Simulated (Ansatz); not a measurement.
Start from HfC in the rock salt structure (space group Fm-3m, No. 225; a = 4.641 Å; relaxed with 0.1 eV smearing).

Method: DFT with r2SCAN, PAW potentials and a 500 eV plane-wave cutoff in Ansatz (a program for electronic structure), no spin-orbit coupling.

For the base:

- Pressure: 0.0 GPa

Modification: an isotropic linear strain of −4.59 %, atoms relaxed at fixed cell.

**Question.** What does the calculation give for the energy relative to the base and pressure after the change?

**Answer.** The energy grows by 0.207 eV/atom; the pressure goes from zero to 45.3 GPa.

Whether these cells are dynamically stable was not tested. The final runs are not spin-polarised.
